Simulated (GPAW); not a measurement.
## Input and output of a self-consistent single point for C (Fd-3m, 2 atoms in the cell) (GPAW)

Computed with PBE, GPAW PAW datasets PBE (gpaw-data 1.0.1) (plane waves; GPAW).

This input was run:

```python
from ase import Atoms
from ase.units import GPa
from gpaw import GPAW

atoms = Atoms(['C', 'C'],
              cell=[[0.000000, 1.794262, 1.794262],
                    [1.794262, 0.000000, 1.794262],
                    [1.794262, 1.794262, 0.000000]],
              positions=[[1.794262, 1.794262, 1.794262],
                         [2.691393, 2.691393, 2.691393]],
              pbc=True)

calc = GPAW(mode={'name': 'pw', 'ecut': 900},
            xc='PBE',
            kpts=(13, 13, 13),
            occupations={'name': 'fixed-uniform'},
            nbands=-6,
            convergence={'forces': 0.001, 'bands': -4},
            symmetry={'symmorphic': False, 'tolerance': 0.0005},
            maxiter=150)

atoms.calc = calc

energy = atoms.get_potential_energy()
print('Energy (eV):', round(energy, 6))
forces = atoms.get_forces()
print('Forces (eV/Ang):')
print(forces.round(5))
stress = atoms.get_stress()
print('Stress (GPa, Voigt):', (stress / GPa).round(4))
```

Output, abridged:

```
Input parameters:
  convergence: {bands: -4,
                forces: 0.001}
  kpts: [13 13 13]
  maxiter: 150
  mode: {ecut: 900,
         name: pw}
  nbands: -6
  occupations: {name: fixed-uniform}
  symmetry: {symmorphic: False,
             tolerance: 0.0005}
  xc: PBE

species:
  C:
    name: Carbon
    Z: 6.0
    valence: 4
    core: 2
    charge: 0.0
    file: C.PBE.gz

    # Using partial waves for C as LCAO basis

Reference energy: -2055.256231  # eV

Spin-paired calculation

Convergence criteria:
 Maximum [total energy] change in last 3 cyles: 0.0005 eV / valence electron
 Maximum integral of absolute [dens]ity change: 0.0001 electrons / valence electron
 Maximum integral of absolute [eigenst]ate change: 4e-08 eV^2 / valence electron
 Maximum change in the atomic [forces] across last 2 cycles: 0.001 eV/Ang OR
Maximum error relative to the maximum force is below inf
 Maximum number of scf [iter]ations: 150

Symmetries present (total): 48
Symmetries with fractional translations: 24
2197 k-points: 13 x 13 x 13 Monkhorst-Pack grid
84 k-points in the irreducible part of the Brillouin zone
       k-points in crystal coordinates                weights
   0:     0.00000000    0.00000000    0.00000000          1/2197
   1:     0.07692308    0.07692308    0.00000000          6/2197
   2:     0.07692308    0.07692308    0.07692308          8/2197
   [... 7 lines left out ...]
          ...
  83:     0.46153846    0.46153846    0.46153846          8/2197

Wave functions: Plane wave expansion
  Cutoff energy: 900.000 eV
  Number of coefficients (min, max): 697, 725
  Pulay-stress correction: 0.000000 eV/Ang^3 (de/decut=0.000000)

Occupation numbers: # Uniform distribution of occupation numbers

Eigensolver

Densities:
  Coarse grid: 20*20*20 grid
  Fine grid: 40*40*40 grid
  Total Charge: 0.000000

Density mixing:
  Method: separate
  Backend: pulay
  Linear mixing parameter: 0.05
  old densities: 5
  Damping of long wavelength oscillations: 50

Hamiltonian:
  XC and Coulomb potentials evaluated on a 40*40*40 grid
  External potential:
    NoExternalPotential

XC parameters: PBE with 2 nearest neighbor stencil

Number of atoms: 2
Number of atomic orbitals: 8
Number of bands in calculation: 10
Number of valence electrons: 8
Bands to converge: 6

Density initialized from atomic densities
  8 bands from LCAO basis set
  2 bands from random numbers

Atomic positions and initial magnetic moments

Positions:
   0 C      1.794262    1.794262    1.794262    ( 0.0000,  0.0000,  0.0000)
   1 C      2.691393    2.691393    2.691393    ( 0.0000,  0.0000,  0.0000)

Unit cell:
           periodic     x           y           z      points  spacing
  1. axis:    yes    0.000000    1.794262    1.794262    20     0.1036
  2. axis:    yes    1.794262    0.000000    1.794262    20     0.1036
  3. axis:    yes    1.794262    1.794262    0.000000    20     0.1036

  Lengths:   2.537470   2.537470   2.537470
  Angles:   60.000000  60.000000  60.000000

Effective grid spacing dv^(1/3) = 0.1130

     iter     time        total  log10-change:
                         energy   eigst   dens  force
iter:   1 --:--:--   -18.672938   +1.09
iter:   2 --:--:--   -18.609565   -0.72  -0.84
iter:   3 --:--:--   -18.223774   -0.57  -0.87
iter:   4 --:--:--   -18.204925   -2.29  -1.58
iter:   5 --:--:--   -18.227289   -1.63  -1.73
iter:   6 --:--:--   -18.204064   -2.13  -1.57
iter:   7 --:--:--   -18.204101   -4.04  -3.22
iter:   8 --:--:--   -18.204067c  -4.09  -3.03
iter:   9 --:--:--   -18.204065c  -5.73  -3.61
iter:  10 --:--:--   -18.204065c  -7.05  -3.94
iter:  11 --:--:--   -18.204064c  -7.34  -3.96
iter:  12 --:--:--   -18.204064c  -6.96  -4.18c
iter:  13 --:--:--   -18.204064c  -8.61c -5.31c
iter:  14 --:--:--   -18.204064c  -9.87c -5.91c -16.51c

Converged after 14 iterations.

Dipole moment: (2.119254, 2.119254, 2.119254) |e|*Ang

Energy contributions relative to reference atoms: (reference = -2055.256231)

Kinetic:        +14.747451
Potential:      -14.274732
External:        +0.000000
XC:             -18.717080
Entropy (-ST):   +0.000000
Local:           +0.040296
SIC:             +0.000000
--------------------------
Free energy:    -18.204064
Extrapolated:   -18.204064

Showing only first 2 kpts
 Kpt  Band  Eigenvalues  Occupancy
  0     2     11.75683    2.00000
  0     3     11.75683    2.00000
  0     4     17.30516    0.00000
  0     5     17.30516    0.00000

  1     2     10.97877    2.00000
  1     3     11.22975    2.00000
  1     4     17.13675    0.00000
  1     5     18.26738    0.00000

Fermi level: 13.80963

Gap: 4.106 eV
Transition (v -> c):
  (s=0, k=0, n=3, [0.00, 0.00, 0.00]) -> (s=0, k=35, n=4, [0.38, 0.38, 0.00])
Direct/indirect transitions are different
Direct gap: 5.548 eV
Transition at: (s=0, k=0, n=3, [0.00, 0.00, 0.00])
Energy (eV): -18.204064

Forces in eV/Ang:
  0 C     0.00000   -0.00000   -0.00000
  1 C     0.00000    0.00000   -0.00000

Stress tensor:
     0.039409    -0.000000     0.000000
    -0.000000     0.039409    -0.000000
     0.000000    -0.000000     0.039409
Stress (GPa, Voigt): [ 6.314  6.314  6.314 -0.     0.    -0.   ]
```

The run converged in 14 iterations. GPAW prints stress with tension positive.

At such cutoffs GPAW's stress carries a finite-basis (Pulay) error, which enters relaxed cells too; its log prints stress with tension positive.

The starting cell comes from a database of computed structures (which also holds hypothetical and non-ambient phases and stackings), without a prior relaxation at this level. Its lattice was rescaled by a random factor within 2.5 % of one.
